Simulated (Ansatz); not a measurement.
## PbS: pressure series

The parent structure is PbS in the rock salt structure (space group Fm-3m, No. 225; a = 6.009 Å).

Cell and atoms are relaxed at each pressure.

All numbers come from plane-wave PAW DFT at the PBE level (Ansatz, a quantum-chemistry and plane-wave program, 420 eV), no SOC.

Candidates:
(a) pressure 1.5 GPa
(b) pressure 0.3 GPa
(c) pressure 5 GPa
(d) pressure 0.7 GPa
(e) pressure −1 GPa

Before the change:

The band gap is 0.49 eV.

Order them by band gap, lowest first.

(c) pressure 5 GPa (0.20 eV), (a) pressure 1.5 GPa (0.40 eV), (d) pressure 0.7 GPa (0.45 eV), (b) pressure 0.3 GPa (0.47 eV), (e) pressure −1 GPa (0.56 eV)

Spin-orbit coupling, missing from the scalar runs, can matter with Pb. Load acts through the strain it causes; cell and atoms are relaxed under it. No phonon test of stability was made. No other phases were tried under pressure. The base started in P3_121 and relaxed to Fm-3m at this level. A zero or small gap of PbS under pressure 5 GPa can be the functional's error rather than a property of the material.
